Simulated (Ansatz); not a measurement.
End structure of Pt on the 1x1 (111) surface of fcc Ag, one in a 2x2 cell, started at the site 'bridge Ag-Ag (span 2.9 Å)':

```
CELL_PARAMETERS angstrom
      5.86677     0.00000     0.00000
     -2.93338     5.08077     0.00000
      0.00000     0.00000    26.50000
ATOMIC_POSITIONS crystal
  Ag 0.16667 0.33333 0.36572
  Ag 0.16667 0.83333 0.36572
  Ag 0.66667 0.33333 0.36572
  Ag 0.66667 0.83333 0.36572
  Ag 0.33333 0.16667 0.45551
  Ag 0.33333 0.66667 0.45551
  Ag 0.83333 0.16667 0.45551
  Ag 0.83333 0.66667 0.45551
  Ag 0.99928 0.99964 0.54356
  Ag 0.99279 0.49640 0.54286
  Ag 0.50494 0.00044 0.54713
  Ag 0.50494 0.50450 0.54713
  Ag 0.14867 0.34428 0.62979
  Ag 0.14867 0.80439 0.62979
  Ag 0.62370 0.31185 0.64431
  Ag 0.68064 0.84032 0.64350
  Pt 0.16255 0.08127 0.70706
```

Set-up: 17 atoms, 7.1 Å thick at the start under the adsorbate (thin: gaps and levels are the slab's own); mesh 6x6x1; 0.1 eV smearing; dipole correction on; 8 atoms held, the rest relaxed; start symmetry kept, larger cells not searched; spin-polarised, no spin-orbit, no U, no dispersion correction. The starting moment vanished. At the end it is bonded to 4 Ag. In PBE it is, or lies within 0.03 eV of, the lowest of the starts that converged.

A negative adsorption energy means that the adsorbate is more stable on the surface than in its reference.

Q: What is the computed change of the work function (PBE run with Ansatz, a first-principles code)?

A: 0.36 eV

Q: What change of the step from the bottom to the top vacuum level, against the clean slab does PBE give?

A: 0.40 eV

Q: What work function of the top face does PBE give?

A: 4.80 eV

Q: Give the adsorption energy against an atom of fcc Pt at the level PBE.

A: 1.96 eV
